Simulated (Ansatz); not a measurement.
**Hypothetical Pm-3n AlN: pressure series**

Consider AlN (space group Pm-3n, No. 223; a = 5.344 Å; a hypothetical phase, not in the database extracts checked).

Cell and atoms are relaxed at each pressure.

Computed with PBEsol (Ansatz, a first-principles code, PAW, no SOC).

| change | band gap | electron mass | density | width of the top valence band |
|---|---|---|---|---|
| base | 2.54 eV | 0.33 mₑ (at Γ) | 2.68 g/cm³ | 1.49 eV |
| pressure −2 GPa | [?] | [?] | [?] | [?] |
| pressure 0.3 GPa | 2.55 eV | 0.33 mₑ (at Γ) | 2.68 g/cm³ | 1.49 eV |
| pressure 0.7 GPa | 2.55 eV | 0.33 mₑ (at Γ) | 2.69 g/cm³ | 1.50 eV |
| pressure 1.5 GPa | 2.56 eV | 0.33 mₑ (at Γ) | 2.70 g/cm³ | 1.51 eV |
| pressure 3 GPa | 2.58 eV | 0.33 mₑ (at Γ) | 2.72 g/cm³ | 1.53 eV |
| pressure 5 GPa | 2.60 eV | 0.33 mₑ (at Γ) | 2.76 g/cm³ | 1.55 eV |
| pressure 7.5 GPa | 2.63 eV | 0.34 mₑ (at Γ) | 2.79 g/cm³ | 1.58 eV |
| pressure 10 GPa | 2.65 eV | 0.34 mₑ (at Γ) | 2.83 g/cm³ | 1.61 eV |

### Question
Some entries are withheld; estimate them.

### Answer

- pressure −2 GPa, band gap: 2.52 eV
- pressure −2 GPa, electron mass: 0.32 mₑ (at Γ)
- pressure −2 GPa, density: 2.64 g/cm³
- pressure −2 GPa, width of the top valence band: 1.47 eV

Load acts through the strain it causes; cell and atoms are relaxed under it. Effective masses come from finite differences of ±0.01 Å⁻¹. No phonon test of stability was made. No other phases were tried under pressure.
